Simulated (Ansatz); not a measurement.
# GaSb under a change: tensor shear ε_xy = +1.71 %

The reference is GaSb in the zinc blende structure (space group F-43m, No. 216; a = 6.111 Å). Axes: x, y, z lie along the cube axes.

It is then changed as follows: a pure shear with ε_xy = ε_yx = 0.0171; the atoms relax in the strained cell.

Calculations: PBEsol/PAW in Ansatz (a quantum-chemistry and plane-wave program), no spin-orbit coupling. Settings: 13×13×13 k-points, 0.05 eV Fermi–Dirac smearing.

- Volume per atom: 28.52 Å³ (base 28.53 Å³)
- Space group: Imm2 (No. 44) (base F-43m (No. 216))
- Shortest interatomic distance: 263.4 pm (base 264.6 pm)
- Energy relative to the base (free energy F): +4.1 meV/atom
- Pressure (mean of the normal stresses, compression positive): 0.0 GPa (base 0.0 GPa)
- Band gap: zero (base zero)
- Largest internal atomic displacement: 0.016 Å
- Stress (xx, yy, zz, yz, xz, xy; compression positive): (0.0, 0.0, 0.0, 0.0, 0.0, -1.3) GPa (rough)

Without a gap, meshes like the base's 13×13×13 leave anisotropic stresses uncertain by several tenths of a GPa, and small strain energies with them. Spin-orbit coupling, missing from the scalar runs, can matter with Sb. No phonon test of stability was made. The final runs are not spin-polarised. Gaps under 0.05 eV, about the width of the smearing, are given as zero. A zero or small gap of GaSb can be the functional's error rather than a property of the material.
